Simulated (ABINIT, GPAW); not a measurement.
A GPAW input for a self-consistent single point of Cr₂TeSe (P-6m2, 4 atoms in the cell) (DFT PBEsol, plane waves, GPAW PAW datasets PBEsol (made by gpaw-setup)):

```python
from ase import Atoms
from ase.units import GPa
from gpaw import GPAW

atoms = Atoms(['Cr', 'Cr', 'Te', 'Se'],
              cell=[[3.961390, 0.000000, 0.000000],
                    [-1.980695, 3.430664, 0.000000],
                    [0.000000, 0.000000, 6.337770]],
              scaled_positions=[[0.666667, 0.333333, 0.237750],
                                [0.666667, 0.333333, 0.762250],
                                [0.000000, 0.000000, 0.500000],
                                [0.333333, 0.666667, 0.000000]],
              pbc=True)

atoms.set_initial_magnetic_moments([3.0, 3.0, 0.0, 0.0])

calc = GPAW(spinpol=True,
            mode={'name': 'pw', 'ecut': 800},
            xc='PBEsol',
            kpts={'size': (6, 6, 3), 'gamma': True},
            occupations={'name': 'fermi-dirac', 'width': 0.1},
            nbands=-8,
            convergence={'forces': 0.001},
            symmetry={'symmorphic': False, 'tolerance': 0.0005},
            maxiter=100,
            txt='-')

atoms.calc = calc

energy = atoms.get_potential_energy()
print('Energy (eV):', round(energy, 6))
forces = atoms.get_forces()
print('Forces (eV/Ang):')
print(forces.round(5))
stress = atoms.get_stress()
print('Stress (GPa, Voigt):', (stress / GPa).round(4))
```

Q: Give the ABINIT input for the same structure, mesh, smearing and functional.

A: This is the input that was run; spellings and numerical settings could be chosen otherwise.

```
# Cr2TeSe, JTH v2.0 PBE PAW
pp_dirpath "./"
pseudos "Cr.GGA_PBE-JTH.xml, Te.GGA_PBE-JTH.xml, Se.GGA_PBE-JTH.xml"
acell 3*1.0
rprim
         7.4859417645    0.0000000948    0.0000000000
        -3.7429709643    6.4830156919    0.0000000000
         0.0000000000    0.0000000000   11.9766495409
natom 4
ntypat 3
znucl 24 52 34
typat 1 1 2 3
xred
         0.6666666667    0.3333333333    0.2377500000
         0.6666666667    0.3333333333    0.7622500000
         0.0000000000    0.0000000000    0.5000000000
         0.3333333333    0.6666666667    0.0000000000
ecut 60 Ry
pawecutdg 120 Ry
pawxcdev 0
ixc -116133
nsppol 2
spinat
      0 0 3
      0 0 3
      0 0 0
      0 0 0
occopt 3
tsmear 0.1 eV
nband 30
kptopt 1
ngkpt 6 6 3
nshiftk 1
shiftk 0 0 0
nstep 100
toldfe 1.0e-09
prtwf 0
prtden 0
enunit 2
```

Basis, cutoffs, solver keys and any potentials are the target program's own. This input uses DFT, PBEsol, plane waves, PAW (JTH v2.0 PBE PAW, files made for PBE).

The starting cell comes from a database of computed structures (which also holds hypothetical and non-ambient phases and stackings), without a prior relaxation at this level.
